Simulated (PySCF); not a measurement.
PySCF 2.14.0, HF/def2-svp: CO/C=C1/OCC[SiH2]1, 18 atoms. The geometry is a generated start, not checked to be a minimum at this level.

| Item | Value |
|---|---|
| task | energy and gradient |
| basis | def2-svp |
| mol.max_memory | 7000 MB |
| mf.init_guess | minao (default) |
| mf.DIIS | CDIIS (default) |
| mf.diis_space | 8 (default) |
| mf.conv_tol | 1e-09 (default) |
| basis functions (reference run) | 166 |

```xyz
18

C      3.4100    -0.5716     0.4076
O      2.2137     0.1379     0.0971
C      1.1026    -0.4662     0.6199
C     -0.1457    -0.1879     0.2308
O     -1.2292    -0.8532     0.8162
C     -2.4347    -0.0923     0.5771
C     -2.4519     0.4446    -0.8597
Si    -0.6623     1.0200    -1.0945
H      4.2449    -0.0582    -0.0780
H      3.3661    -1.5968     0.0239
H      3.5903    -0.5747     1.4879
H      1.2955    -1.1905     1.4018
H     -3.2947    -0.7469     0.7534
H     -2.4824     0.7203     1.3150
H     -2.6556    -0.3684    -1.5645
H     -3.1909     1.2379    -0.9963
H     -0.5085     2.4387    -0.6767
H     -0.1671     0.7073    -2.4611
```

The reference run uses exact four-centre integrals. One run each, on a shared machine, so no times are given.

Settings tried, all else as in the reference:
- density fitting, auxbasis = autoaux
- density fitting of J alone, exact K
- density fitting
- density fitting, auxbasis = def2-universal-jfit

Which of these stay within 1.0 meV/atom in energy, 10 meV/Å in forces (largest component) of the reference run?

Within it: density fitting of J alone, exact K; density fitting; density fitting, auxbasis = autoaux. Outside: density fitting, auxbasis = def2-universal-jfit.

| setting | energy against the reference | difference in forces (largest component) |
|---|---|---|
| density fitting of J alone, exact K | −0.32 meV/atom | 1.2 meV/Å |
| density fitting | +0.36 meV/atom | 1.7 meV/Å |
| density fitting, auxbasis = autoaux | +0.70 meV/atom | 4.5 meV/Å |
| density fitting, auxbasis = def2-universal-jfit | +2500 meV/atom | 2100 meV/Å |

Total energies are compared; such shifts often cancel in part in energy differences. def2-universal-jfit is made for Coulomb alone and misses functions that exchange needs. Also tried and not ranked: density fitting, auxbasis = def2-universal-jkfit (same energy as a listed run); COSX exchange (sgx_fit, pjs) with fitted J, mf.with_df.grids_level_i = 1, mf.with_df.grids_level_f = 1 (gradient came out as NaN); COSX exchange (sgx_fit, pjs) with fitted J, mf.with_df.grids_level_i = 1, mf.with_df.grids_level_f = 2 (default) (gradient came out as NaN); COSX exchange (sgx_fit, pjs) with fitted J, mf.with_df.grids_level_i = 1, mf.with_df.grids_level_f = 3 (gradient came out as NaN); COSX exchange (sgx_fit, pjs) with fitted J, mf.with_df.grids_level_i = 1, mf.with_df.grids_level_f = 4 (gradient came out as NaN). The tolerance is a choice made for this comparison.
